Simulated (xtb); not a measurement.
xtb 6.7.1, GFN2-xTB: W(O)(NH)(NH2)(OSiH3) ([NH]=[W]([NH2])(=[O])[O][SiH3]), 12 atoms. The geometry is a generated start, not checked to be a minimum at this level.

```yaml
run_flags: --grad
method: GFN2-xTB
"--acc": 1 (default)
"--etemp (K)": 300 (default)
basis_functions: 42
valence_electrons: 38
```

```xyz
12

W     -0.3121     0.9234    -0.3911
O      0.4610     2.3238     0.1615
N     -0.3648     0.7413    -2.1759
H     -0.2534     0.8751    -3.1832
N     -2.1961     0.9881     0.2997
H     -2.4346     1.5529     1.1247
H     -3.0843     0.7421    -0.1510
O      0.5480    -0.6133     0.3941
Si     1.6790    -1.6582     0.8759
H      2.1045    -1.2949     2.2384
H      2.7974    -1.5892    -0.0784
H      1.0554    -2.9909     0.8852
```

Charge 0 and multiplicity 1 are set for this test and not shown to be the ground state.

One run each on 1 thread. Values of broydamp tried: 0.02, 0.05, 0.1, 0.2, 0.4 (default), 0.6, 0.8, 1.

### Question
Which value of broydamp needs the fewest SCC iterations, and what happens away from it?

### Answer
Fewest SCC iterations, within one of each other: 0.1 with 24, 0.2 with 24, 0.4 (default) with 25. The count rises to 36 at 0.02. All converge to one solution.

| broydamp | SCC iterations | end |
|---|---|---|
| 0.02 | 36 | same solution |
| 0.05 | 31 | same solution |
| 0.1 | 24 | same solution |
| 0.2 | 24 | same solution |
| 0.4 (default) | 25 | same solution |
| 0.6 | 26 | same solution |
| 0.8 | 27 | same solution |
| 1 | 30 | same solution |
